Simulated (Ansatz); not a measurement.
**Ti under a change: tensor shear ε_xz = +0.86 %**

The reference is Ti in the hcp (Mg type) structure (space group P6_3/mmc, No. 194; a = 2.9364 Å, c = 4.6402 Å; relaxed with 0.1 eV smearing). Axes: x lies along a and z along c of the hexagonal cell.

The change: a pure shear with ε_xz = ε_zx = 0.0086, atoms relaxed at fixed cell.

The values are results of DFT with r2SCAN, PAW potentials and a 500 eV plane-wave cutoff in Ansatz (a program for electronic structure), no SOC, not measurements. Settings: 23×23×13 k-points, 0.1 eV Fermi–Dirac smearing.

- Shortest interatomic distance: 285.3 pm (base 287.4 pm)
- Energy relative to the base (free energy F): +0.8 meV/atom
- Band gap: zero (base zero)
- Stress (xx, yy, zz, yz, xz, xy; compression positive): (0.0, 0.0, 0.0, 0.0, -0.8, 0.0) GPa

The cells carry an imposed strain or load. Whether these cells are dynamically stable was not tested. The final runs are not spin-polarised.
